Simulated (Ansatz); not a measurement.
The starting structures come from a database of crystals and need not be the phases stable at ambient conditions.

# Evanescent states of TlBr (Fm-3m, rock salt, 2 atoms a cell, 38.9 Å³ an atom, -2 GPa at this level) along the normal of (110)

Method: PBEsol (plane waves, PAW; Ansatz, a quantum-chemistry and plane-wave program).

No gap correction and no spin-orbit coupling; mid-gap is the computed energy nearest the middle.

Energies count from the valence-band top; κ is the least over a 6×6 mesh across the current.

| E (eV) | κ (1/Å) | where |
|---|---|---|
| 0.06 | 0.079 | off Γ |
| 0.18 | 0.132 | off Γ |
| 0.30 | 0.166 | off Γ |
| 0.42 | 0.191 | off Γ |
| 0.54 | ___ | off Γ |
| 0.66 | ___ | off Γ |
| 0.78 | ___ | off Γ |
| 0.90 | ___ | off Γ |
| 1.02 | ___ | off Γ |
| 1.14 | ___ | off Γ |
| 1.26 | ___ | off Γ |
| 1.38 | ___ | off Γ |
| 1.50 | ___ | off Γ |
| 1.62 | ___ | off Γ |
| 1.74 | 0.177 | off Γ |
| 1.86 | 0.156 | off Γ |
| 1.98 | 0.128 | off Γ |
| 2.10 | 0.086 | off Γ |

### Question
Some entries are withheld; supply them.

### Answer

- 0.54, κ (1/Å): 0.209
- 0.66, κ (1/Å): 0.220
- 0.78, κ (1/Å): 0.226
- 0.90, κ (1/Å): 0.230
- 1.02, κ (1/Å): 0.230
- 1.14, κ (1/Å): 0.228
- 1.26, κ (1/Å): 0.224
- 1.38, κ (1/Å): 0.216
- 1.50, κ (1/Å): 0.207
- 1.62, κ (1/Å): 0.194
